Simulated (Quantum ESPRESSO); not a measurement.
σyy against uniaxial strain in fcc Pd (space group 225): C12 (Quantum ESPRESSO, PBEsol)

```xyz
1
Lattice="0.0000 1.9406 1.9406 1.9115 0.0000 1.9406 1.9115 1.9406 0.0000" Properties=species:S:1:pos:R:3 pbc="T T T"
Pd     0.0000     0.0000     0.0000
```

Level of theory: PBEsol, GBRV 1.5 ultrasoft (PBESOL) pseudopotentials (plane waves; Quantum ESPRESSO). Settings: ecutwfc = 52 Ry; ecutrho = 416 Ry; occupations = smearing; smearing = fermi-dirac; degauss = 0.0036749 Ry; potentials = {Pd: pd_pbesol_v1.4.uspp.F.UPF}; K_POINTS = automatic 38 38 38 0 0 0; conv_thr = 1e-10 Ry. The cell above is the first row's. The rows stretch one cube axis (x) by the strain ε and hold the other two. Stress is positive in tension. In all rows the k mesh is held.

| ε (%) | σyy (GPa) |
|---|---|
| -1.5 | -2.86 |
| -1.0 | -1.85 |
| -0.5 | -0.87 |
| 0.0 | 0.07 |
| 0.5 | 0.98 |
| 1.0 | 1.85 |
| 1.5 | 2.68 |
| 2.0 | ? |

Question: Fit σyy against ε with a parabola, and predict the withheld value at ε = 2.0.

Answer: Least squares gives σyy = 0.072 + 1.8479·ε - 0.0719·ε². Residuals (row less fit): 0.002, -0.002, 0.000, -0.002, 0.002, 0.002, -0.002; standard error 0.002 (degrees of freedom: 4). The slope at ε = 0, 1.8479 GPa per cent, gives C12 ≈ 100 × 1.8479 = 185 GPa, for the static lattice. At the withheld row, σyy = 0.072 + 1.8479 × 2.0 - 0.0719 × 2.0² = 3.480 GPa. The calculation gives 3.49 GPa, 0.010 GPa above the prediction (0.2 % of the range of σyy in the table). The row lies outside the fitted rows, so this is an extrapolation.

Carrying the step between the two nearest rows on in a straight line would have given 3.51, off by 0.02; series whose last step already gives the withheld value aren't shown. The reference cell has the volume at which an earlier scan in this program and functional put its minimum by a fit. The unstrained cell stands at a pressure of -0.07 GPa, and the constants belong to that pressure. Spin polarisation is off. Without a gap such slopes are sensitive to mesh and smearing. Cutoffs and mesh are single choices, not tested for convergence of this quantity. Series with a scatter that would blur these digits, or in which a gap closes, are not shown. Strain series were run only where this level's volume lies within 10 % of a first guess from the measured size.
